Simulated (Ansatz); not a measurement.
Take TaAl$_{3}$ (space group I4/mmm, No. 139; relaxed with 0.1 eV smearing) as the base.

```
CELL_PARAMETERS angstrom
     -1.91465     1.91465     4.25186
      1.91465    -1.91465     4.25186
      1.91465     1.91465    -4.25186
ATOMIC_POSITIONS crystal
  Ta 0.00000 0.00000 0.00000
  Al 0.50000 0.50000 0.00000
  Al 0.75000 0.25000 0.50000
  Al 0.25000 0.75000 0.50000
```

Cartesian axes are those of the cell as printed.

Calculations: PBEsol (Ansatz, an electronic-structure program), without spin-orbit coupling.

One thing is altered: the cell is compressed by 2.84 % along x with no lateral relaxation, atoms relaxed at fixed cell.

### Question
Predict the stress tensor and what it implies for the stiffness.

### Answer
Stress of the strained cell less that of the base (GPa, compression positive):
```
    7.9     0.0     0.0
    0.0     3.2     0.0
    0.0     0.0     1.9
```

Then −Δσ_ii/ε with ε = -0.0284 gives secant stiffness values (nonlinear terms included at this strain): C11 ≈ 277 GPa, C12 ≈ 114 GPa and C13 ≈ 66 GPa.

As a check, the harmonic strain energy −½ V₀ Δσ:ε is 11 meV/atom; the computed energy rise is 11 meV/atom.

Whether these cells are dynamically stable was not tested. All final runs are without spin polarisation.
